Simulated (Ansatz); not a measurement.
Structures of equal composition on the (111)B surface of zinc-blende AlAs (As plane on top): 2x2 As adatom at H3; 2x2 As adatom at T4. The slabs share one bottom face, and each structure is named by its start. These are constructed structures in small cells; real faces may alloy, dewet or reconstruct in larger ones, and not all known structures of the face are among them. Slabs of about 14 Å, Fermi-Dirac smearing of 0.025 eV. Bottom of the slabs: H caps. Relaxed from the named starts with such symmetry as they have, on meshes of like density; energies extrapolated to zero smearing; spin only where a row says so; no spin-orbit coupling, no U. Brackets mark spin-polarised runs, whose order is one that fits the cell. Where a second, spin-polarised start was run, the lower counts.

Computed with PBE (plane waves to 420 eV, PAW; Ansatz, a quantum-chemistry and plane-wave program).

Task: Put the candidates in order of energy per 1x1 cell, lowest first, for PBE.

Result: 2x2 As adatom at T4 (0.000 eV, gap 0.81 eV on the mesh), 2x2 As adatom at H3 (0.079 eV, gap 0.42 eV on the mesh)
